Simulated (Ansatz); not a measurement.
The parent structure is MgO in the rock salt structure (space group Fm-3m, No. 225; a = 4.2141 Å). Axes: x, y, z lie along the cube axes.

The change: the cell is compressed by 1.75 % along z with no lateral relaxation; the atoms relax in the strained cell.

Levels (all Ansatz, a first-principles code, PAW): PBEsol (420 eV, without spin-orbit coupling); r2SCAN (500 eV, no spin-orbit coupling); HSE06 (420 eV, no SOC).

One geometry, relaxed with PBEsol, under each level:

| level | band gap | lowest conduction level above the VBM at special points | pressure |
|---|---|---|---|
| PBEsol | 4.78 eV | Γ 4.78 eV; N 7.84 eV; M 8.84 eV; X 9.03 eV | 2.99 GPa |
| r2SCAN | [?] | [?] | [?] |
| HSE06 | 6.64 eV | Γ 6.64 eV; N 9.79 eV; M 10.76 eV | – |

**Question.** Give the withheld r2SCAN results.

**Answer.** 
- r2SCAN, band gap: 5.78 eV
- r2SCAN, lowest conduction level above the VBM at special points: Γ 5.78 eV; N 8.92 eV; M 9.93 eV; X 10.12 eV
- r2SCAN, pressure: 1.95 GPa

Single points use the geometry relaxed with PBEsol. Their cutoffs differ, which shifts pressures a little. Stability against distortions was not tested. Labels are those of the standard path for the cell's own space group.
